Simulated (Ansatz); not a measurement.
Results of LDA in Ansatz (PAW) for Cr₂GaC (P6₃/mmc, No. 194, 8 atoms in the cell; start mp-20197).

Run with plane-wave cutoff 520 eV, 24×24×6 k mesh (along the axes of the cell as run), Fermi–Dirac smearing 0.05 eV, no spin polarisation, scalar-relativistic PAW data made under PBE.

Cell (relaxed at this level):

```xyz
8
Lattice="2.8087 0.0000 0.0000 -1.4043 2.4324 0.0000 0.0000 0.0000 12.2537" Properties=species:S:1:pos:R:3 pbc="T T T"
Cr     0.0000     1.6216     1.0474
Cr     1.4043     0.8108    11.2063
Cr     1.4043     0.8108     7.1743
Cr     0.0000     1.6216     5.0794
Ga     0.0000     1.6216     9.1903
Ga     1.4043     0.8108     3.0634
C      0.0000     0.0000     6.1268
C      0.0000     0.0000     0.0000
```

Task: Estimate the bulk modulus B0 that the calculation returns.

Result: 
- bulk modulus B0: 216 GPa

Note: the run has no spin polarisation, so it can have missed a magnetic state; the bulk modulus is −V dP/dV from two relaxed cells at ±2 % in volume; the relaxation could not lower the start's symmetry, so the cell can be a saddle point above a distorted one.

Static lattice: no zero-point or thermal effects.

A start named mp-… is a Materials Project structure, which need not be a measured phase.

Ansatz is a first-principles code.
